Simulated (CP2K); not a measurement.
Band structure of PtSe2 (P-3m1, 3 atoms in the cell).

```xyz
3
Lattice="3.6375 0.0000 0.0000 -1.8187 3.1502 0.0000 0.0000 0.0000 4.9540" Properties=species:S:1:pos:R:3 pbc="T T T"
Pt     0.0000     0.0000     0.0000
Se     0.0000     2.1001     1.2633
Se     1.8187     1.0501     3.6907
```

Method: CP2K 2026.2 with PBE, GPW, DZVP-MOLOPT-SR-GTH basis, GTH-PBE potentials (GTH_POTENTIALS).

Settings: CUTOFF = 500 Ry; REL_CUTOFF = 60 Ry; SMEAR/METHOD = FERMI_DIRAC; ELECTRONIC_TEMPERATURE = 232.09 K; KPOINTS/SCHEME = MACDONALD 8 8 5 0.0625 0.0625 0; XC_FUNCTIONAL = PBE; Pt/BASIS_SET = DZVP-MOLOPT-SR-GTH-q18; Pt/POTENTIAL = GTH-PBE-q18; Se/BASIS_SET = DZVP-MOLOPT-SR-GTH-q6; Se/POTENTIAL = GTH-PBE-q6; METHOD = GPW; EPS_DEFAULT = 1e-10; EXTRAPOLATION = USE_GUESS; NGRIDS = 5.

The starting cell has typed, rounded lattice constants, without a prior relaxation at this level. Its lattice was rescaled by a random factor within 2.5 % of one. Spin-orbit coupling is off. Spin polarisation is off. Values carry the incompleteness of an atom-centred basis.

Levels in eV from the Fermi level, bands 12 to 17:
```
point     12     13     14     15     16     17
-----  -----  -----  -----  -----  -----  -----
Γ      -2.90  -1.25  -1.25   0.41   1.37   1.37
M      -3.95  -3.84  -3.72  -3.24   0.56   2.47
K      -4.16  -3.06  -2.06  -2.06  -0.09  -0.09
A      -3.37  -1.79  -1.76  -1.76   2.41   2.41
L      -3.86  -3.53  -3.13  -1.60   0.83   1.66
H      -4.80  -4.05  -2.82  -2.82   2.12   2.12
```

Bands cross the Fermi level along this path, so the cell is metallic at this level.

Higher empty bands are left out: an atom-centred basis made for the valence describes them poorly.
